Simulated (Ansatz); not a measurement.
## Response to strain in PbS

Consider PbS in the rock salt structure (space group Fm-3m, No. 225; a = 5.9747 Å).

Strains are applied to the cell and any free atomic positions relax.

All numbers come from r2SCAN, PAW, 500 eV (Ansatz, a first-principles code; no spin-orbit coupling).

| isotropic strain (%) | pressure (GPa) |
|---|---|
| 0 | 0.0 |
| 0.5 | -0.8 |
| 1 | -1.6 |
| 1.5 | -2.4 |
| 2 | -3.0 |
| 2.5 | ? |
| 3 | -4.2 |

Fit P = P₀ − Bδ + Cδ² with δ = (1 + ε)³ − 1 to the rows shown and predict the withheld row.

Least squares on the printed values gives P₀ = 0.0 GPa, B = 57.9 GPa, C = 134 GPa (largest residual 0.1 GPa); this predicts -3.6 GPa, and the run gives -3.7 GPa, in agreement.

Whether these cells are dynamically stable was not tested.
